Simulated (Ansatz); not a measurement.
A computed series for hypothetical Amm2 Al2O3: pressure series

The parent structure is Al2O3 (space group Amm2, No. 38; a = 2.823 Å, b = 5.326 Å, c = 8.305 Å; a hypothetical phase, not in the database extracts checked).

Cell and atoms are relaxed at each pressure.

The values are results of Ansatz (a program for electronic structure) PBEsol, no spin-orbit coupling, not measurements.

Computed cases, in order: pressure −2 GPa; pressure −1 GPa; 0 GPa (base); pressure 0.3 GPa; pressure 0.7 GPa; pressure 1.5 GPa; pressure 3 GPa; pressure 7.5 GPa; pressure 10 GPa.

Question: Between which two neighbouring cases does the gap turn between direct and indirect?

Answer: Between pressure 3 GPa (4.10 eV, indirect, T → Γ) and pressure 7.5 GPa (4.18 eV, direct at Γ). The whole series: pressure −2 GPa: 3.95 eV, indirect, T → Γ; pressure −1 GPa: 3.98 eV, indirect, T → Γ; 0 GPa (base): 4.01 eV, indirect, T → Γ; pressure 0.3 GPa: 4.02 eV, indirect, T → Γ; pressure 0.7 GPa: 4.03 eV, indirect, T → Γ; pressure 1.5 GPa: 4.06 eV, indirect, T → Γ; pressure 3 GPa: 4.10 eV, indirect, T → Γ; pressure 7.5 GPa: 4.18 eV, direct at Γ; pressure 10 GPa: 4.20 eV, direct at Γ.

Load acts through the strain it causes; cell and atoms are relaxed under it. No phonon test of stability was made. No other phases were tried under pressure. The base started in Cc and relaxed to Amm2 at this level.
